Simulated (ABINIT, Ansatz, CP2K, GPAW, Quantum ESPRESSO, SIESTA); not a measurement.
## One structure in several programs: ScIr₃ (Pm-3m, 4 atoms in the cell)

Self-consistent single point.

```
CELL_PARAMETERS angstrom
      3.84833     0.00000     0.00000
      0.00000     3.84833     0.00000
      0.00000     0.00000     3.84833
ATOMIC_POSITIONS crystal
  Sc 0.00000 0.00000 0.00000
  Ir 0.00000 0.50000 0.50000
  Ir 0.50000 0.00000 0.50000
  Ir 0.50000 0.50000 0.00000
```

All programs got the same cell, k-point mesh and kind of occupations (in Ansatz's words: kpoints.mp_grid.grid = 6 6 6; scf.occupations.method = fermi_dirac; scf.occupations.width = 0.136 eV); potentials, basis and cutoffs are each program's usual ones.

```tsv
code	model	pressure (GPa)	k-points	cutoff
Ansatz	LDA (PW92), PAW files made with PBE	5.47	20	420 eV
GPAW	LDA (Perdew-Wang 92), GPAW PAW datasets LDA (gpaw-data 1.0.1)	4.27	20	850 eV
ABINIT	LDA (PW92), norm-conserving pseudopotentials (PseudoDojo nc-sr-04 LDA standard)	5.05	20	1061 eV
CP2K	LDA (Pade form), GPW, DZVP-MOLOPT-SR-GTH basis, GTH-PADE potentials (GTH_POTENTIALS)	-9.10	112	grid 600 Ry
Quantum ESPRESSO	LDA (PZ), GBRV 1.5 ultrasoft (LDA) pseudopotentials	5.42	20	50 Ry
SIESTA	LDA PW92, numerical atomic orbitals DZP, PseudoDojo LDA standard norm-conserving potentials (rewritten from UPF to PSML)	3.18	132	grid 300 Ry
```

The spread over the programs that give each value: pressure within 14.57 GPa.

The starting cell comes from a database of computed structures (which also holds hypothetical and non-ambient phases and stackings), without a prior relaxation at this level. Its lattice was rescaled by a random factor within 2.5 % of one. On Ansatz's run: Spin-orbit coupling is off. Spin polarisation is off. In the base run, with a pressure of about 6 GPa the cell is away from its equilibrium volume at this level.

**Question.** Why do the programs differ, and what cannot be compared?

**Answer.** Differences of this kind can come from the potentials, where these differ, and from what each basis and cutoff leave unconverged. The valence holds different numbers of electrons (Ansatz (an electronic-structure program) 62, GPAW 56, ABINIT 62, CP2K 62, Quantum ESPRESSO 56, SIESTA 62). The zero of total energies and Fermi levels follows the potentials and each program's conventions, so they are not compared here. CP2K and SIESTA use small atom-centred bases, whose incompleteness enters pressures, forces and empty levels differently from a plane-wave cutoff. Ansatz's pressure is given at a fixed set of plane waves, as the other plane-wave codes print theirs; with its correction for the finite basis it is 5.51 GPa. The same LDA comes in different parametrisations, which differ slightly. The programs reduce the same mesh by symmetry to different extents, which changes the work and not the result. In the pressure, CP2K (by 14.34) and SIESTA (by 2.06) lie more than 1 GPa from the median of the plane-wave programs.

Left out of this page: Elk and FLEUR (not drawn, or without a comparable value).

Keys are those of Ansatz 0.2.
